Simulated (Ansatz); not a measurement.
The starting structures come from a database of crystals and need not be the phases stable at ambient conditions.

By LDA and PBEsol, the system below comes out a metal.

Here is the system:

```
CELL_PARAMETERS angstrom
      2.86768     0.00000     0.00000
     -0.95589     2.70367     0.00000
      0.95589     1.35184     2.34145
ATOMIC_POSITIONS crystal
  Ag 0.00000 0.00000 0.00000
```

Space group of this cell: Im-3m, bcc (W type). The cell is taken as given; by PBEsol its mean pressure is -7.2 GPa.

The current runs along the normal of the first two printed vectors, the (110) plane. All runs by Ansatz (a quantum-chemistry and plane-wave program), plane waves and PAW, without spin-orbit coupling; the base is PBEsol.

```csv
run,mean pressure (GPa),"G/A, both spins (10¹⁵ S/m²)"
base,-7.2,0.85
all lengths scaled by 0.98,-2.0,0.89
all lengths scaled by 1.02,-10.7,0.81
lda in place of pbesol,-11.4,0.85
"lengths across the current scaled by 0.98, ions clamped",-3.9,?
"lengths across the current scaled by 1.02, ions clamped",-9.7,0.82
"lengths along the current scaled by 0.97, ions clamped",-4.8,0.86
"lengths along the current scaled by 1.03, ions clamped",-9.1,0.82
```

### Question
Fill in the missing entries.

### Answer

- lengths across the current scaled by 0.98, ions clamped, G/A, both spins (10¹⁵ S/m²): 0.87
